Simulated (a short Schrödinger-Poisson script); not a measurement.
From a short Schrödinger-Poisson script (our own, NumPy): one-band effective-mass equation with BenDaniel-Duke matching, electrons, heavy and light holes apart, hard walls at the outer ends, one valence edge for both holes (no strain splitting), no charge, excitons, band mixing or non-parabolicity; under a field the levels are quasi-bound states of a box, listed while three quarters of their weight lies within 4 nm of the wells.

Structure: single In0.3Ga0.7N/GaN quantum well.

From the first side: 12 nm GaN; 5 nm In0.3Ga0.7N, built-in field 4000 kV/cm; 12 nm GaN.

Constants are typed, rounded textbook-type inputs, not results; the design itself was drawn at random and stands for no fabricated device. In0.3Ga0.7N: direct gap (eV) 2.326, conduction-band edge (eV) 0, electron mass (mₑ) 0.161, heavy-hole mass 1.7, light-hole mass 0.3. GaN: direct gap (eV) 3.43, conduction-band edge (eV) 0.773, electron mass (mₑ) 0.2, heavy-hole mass 1.9, light-hole mass 0.33.

The valence-band edge of each layer lies one gap below its conduction-band edge. The electron's potential energy rises along the stack by the applied field and, inside the well alone, by the built-in field (unscreened; none in the barriers). Mesh 0.03 nm at interfaces.

Problem. Give the e1-hh1 transition at zero applied field (eV); the shift of e1-hh1 at 180 kV/cm (meV); the squared e1-hh1 overlap at zero applied field.

Solution. e1-hh1 transition at zero applied field (eV): 1.083; shift of e1-hh1 at 180 kV/cm (meV): -77.0; squared e1-hh1 overlap at zero applied field: 7e-6. Excitons, screening of the built-in field, fields in the barriers and alloy fluctuations are left out, and strain enters only through the typed gaps and offsets, so measured lines lie elsewhere.
